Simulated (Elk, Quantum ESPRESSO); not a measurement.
**Equation of state of fcc Al (space group 225): energy against volume (Elk, LDA)**

```
Al
1.0
    0.00000     1.94624     1.94624
    1.94624     0.00000     1.94624
    1.94624     1.94624     0.00000
Al
1
Direct
  0.00000   0.00000   0.00000
```

Computed with LDA (PW92), all-electron FP-LAPW, Elk's shipped species files, APW+lo basis with extra local orbitals run with Elk 10.2.4. Settings: rgkmax = 9.12; swidth = 0.00183747 Ha; ngridk = 25 25 25; gmaxvr = 14 1/bohr; nxlo = 2; lorbcnd = true; lmaxi = 3; maxscl = 100; sphere radii = {Al: 2.2} bohr. The cell above is the first row's. The rows scale it uniformly. In all rows the k mesh is held. E is the free energy at the stated smearing, counted from the lowest row.

```
V (Å^3/atom)  E (meV/atom)
------------  ------------
14.744               20.67
15.065                9.53
15.385                2.79
15.706                0.00
16.026                0.74
16.347                4.64
16.667               11.36
16.988               20.57
17.308                   ?
```

Problem. Fit E against V with the third-order Birch-Murnaghan form, a cubic in V^(-2/3), and predict the withheld value at V = 17.308.

Solution. With u = V^(-2/3) - 0.159, the rows have u = 0.007312, 0.004941, 0.002660, 0.000449, -0.001680, -0.003747, -0.005740, -0.007677. Least squares gives E = -0.117 + 106.37·u + 369815·u² + 623978·u³. Residuals (row less fit): -0.007, 0.018, -0.004, -0.005, -0.005, -0.004, 0.021, -0.010; standard error 0.016 (degrees of freedom: 4). Its minimum lies at u = -0.000144, so V0 = (0.158856)^(-3/2) = 15.79. There d²E/du² = 739100 and d³E/du³ = 3744000, so B0 = (4/9) × 15.79^(-7/3) × 739100 × 0.160218 = 84.1 GPa (the last factor turns the table's units into GPa), and B0' = 4 + (2/3) × 0.158856 × (3744000)/739100 = 4.5. At the withheld row, u = -0.009548, so E = -0.117 + 106.37 × (-0.009548) + 369815 × (-0.009548)² + 623978 × (-0.009548)³ = 32.038 meV/atom. The calculation gives 31.98 meV/atom, 0.058 meV/atom below the prediction (0.2 % of the range of E in the table). The row lies outside the fitted rows, so this is an extrapolation. From the scatter of the fitted rows alone, a prediction at this place has a standard error of 0.038 meV/atom, so the miss is 1.5 times that.

Carrying the step between the two nearest rows on in a straight line would have given 29.75, off by 2.23; series whose last step already gives the withheld value aren't shown. The scan was laid around a cell of about the measured size, scaled by a guess for this functional. A plane-wave scan with the same functional (Quantum ESPRESSO, GBRV) gives V0 = 15.80 Å^3/atom and B0 = 84.0 GPa; a Birch-Murnaghan fit to all rows here lies 0.0 % from it in V0 and 0 % in B0; the two differ in basis, and may differ in potentials and mesh. Values depend on the basis (sphere radii, cutoffs, local orbitals), which need not be converged. Sphere radii are the same in all rows. Cutoffs and mesh are single choices, not tested for convergence of this quantity. Series with a scatter that would blur these digits, or in which a gap closes, are not shown. Nor are scans whose minimum lies at an end fitted in this form.
